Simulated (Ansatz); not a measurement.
SiC: Mg on a Si site, symmetric start

Consider a 24-atom supercell of SiC in the zinc blende structure (space group F-43m, No. 216; a = 4.357 Å) at its relaxed geometry.

One thing is altered: a neutral Mg on a Si site, symmetric start, atoms relaxed at fixed cell.

All numbers come from DFT with PBEsol, PAW potentials and a 420 eV plane-wave cutoff in Ansatz (a quantum-chemistry and plane-wave program), spin-orbit coupling left out, earlier PAW set. Settings: 5×3×5 k-points, 0.01 eV Fermi–Dirac smearing.

| quantity | base | changed | shift |
|---|---|---|---|
| pressure | 0.0 GPa | 6.0 GPa | +6.0 GPa |
| gap of the supercell | 1.24 eV | zero | – |
| total moment of the cell | – | 0.2 μB | – |
| mean distance from the defect site to its nearest host atoms | 1.89 Å | 2.09 Å | +0.208 Å |

Final structure:

```yaml
crystal:
  lattice:
    - [0.00000, 4.35691, 4.35691]
    - [4.35691, -4.35691, 4.35691]
    - [4.35691, 4.35691, 0.00000]
  atoms:
    - { symbol: C, position: [0.49911, 0.24995, 0.49911] }
    - { symbol: C, position: [0.49911, 0.24995, 0.00177] }
    - { symbol: C, position: [0.66667, 0.57125, 0.66667] }
    - { symbol: C, position: [0.66251, 0.58681, 0.16875] }
    - { symbol: C, position: [0.81569, 0.90505, 0.81569] }
    - { symbol: C, position: [0.81569, 0.90505, 0.36862] }
    - { symbol: C, position: [0.00177, 0.24995, 0.49911] }
    - { symbol: C, position: [0.00000, 0.27771, 0.00000] }
    - { symbol: C, position: [0.16875, 0.58681, 0.66251] }
    - { symbol: C, position: [0.16875, 0.58681, 0.16875] }
    - { symbol: C, position: [0.36862, 0.90505, 0.81569] }
    - { symbol: C, position: [0.33333, 0.91864, 0.33333] }
    - { symbol: Mg, position: [0.00000, 0.00614, 0.00000] }
    - { symbol: Si, position: [0.00332, 0.00289, 0.49834] }
    - { symbol: Si, position: [0.16633, 0.33673, 0.16633] }
    - { symbol: Si, position: [0.16633, 0.33673, 0.66734] }
    - { symbol: Si, position: [0.33333, 0.67077, 0.33333] }
    - { symbol: Si, position: [0.33671, 0.66152, 0.83164] }
    - { symbol: Si, position: [0.49834, 0.00289, 0.00332] }
    - { symbol: Si, position: [0.49834, 0.00289, 0.49834] }
    - { symbol: Si, position: [0.66734, 0.33673, 0.16633] }
    - { symbol: Si, position: [0.66667, 0.32664, 0.66667] }
    - { symbol: Si, position: [0.83164, 0.66152, 0.33671] }
    - { symbol: Si, position: [0.83164, 0.66152, 0.83164] }
```

Other magnetic orders, which the real material may have, were not ruled out. In so small a cell the defect repeats every few ångströms: this is an ordered compound, not a dilute defect. The mesh was chosen for an insulator and is coarse for the gapless case. The defect started on the symmetric site and kept its symmetry, so it may sit on a saddle. Starting moments died away, wholly or in part, for Mg on a Si site; another magnetic solution may exist. The defect cell is spin-polarised and ends with 0.2 μB, a fractional moment that hangs on the mesh and smearing.
